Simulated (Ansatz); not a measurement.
System: spinel CoV₂O₄. Method: LDA in Ansatz (plane waves, PAW).

Run with plane-wave cutoff 520 eV, 12×12×12 k mesh, Fermi–Dirac smearing 0.05 eV, spin-polarised with parallel moments, scalar-relativistic PAW data made under PBE.

Equation-of-state points:

```csv
V (Å³/atom),E − E_lowest (meV/atom),P (GPa)
9.079,11.41,10.08
9.268,2.73,4.72
9.457,0.00,0.02
9.646,2.44,-4.05
9.835,9.31,-7.47
```

Estimate the bulk modulus from the pressures at 9.268 and 9.646 Å³/atom, and compare it with a fit to all energies.

B = −V dP/dV. Between V = 9.268 and 9.646 Å³/atom, dP/dV = (-4.05 − (4.72))/(9.646 − 9.268) = -23.2 GPa per Å³/atom; at the midpoint 9.457 Å³/atom this gives B ≈ 219 GPa. The third-order Birch–Murnaghan fit gives V0 = 9.458 Å³/atom, B0 = 218 GPa, B′ = 6.3, which lies within 1 % of that estimate.

Note: the magnetic order was assumed, not searched for or taken from measurement; the volume lies 11 % below that of the published cell; functionals without U or exact exchange can leave correlated insulators metallic, so the missing gap need not be real.

The computed numbers hold no vibrational or temperature effects.

Computing time: roughly 60 core-minutes.

Ansatz is an electronic-structure program.
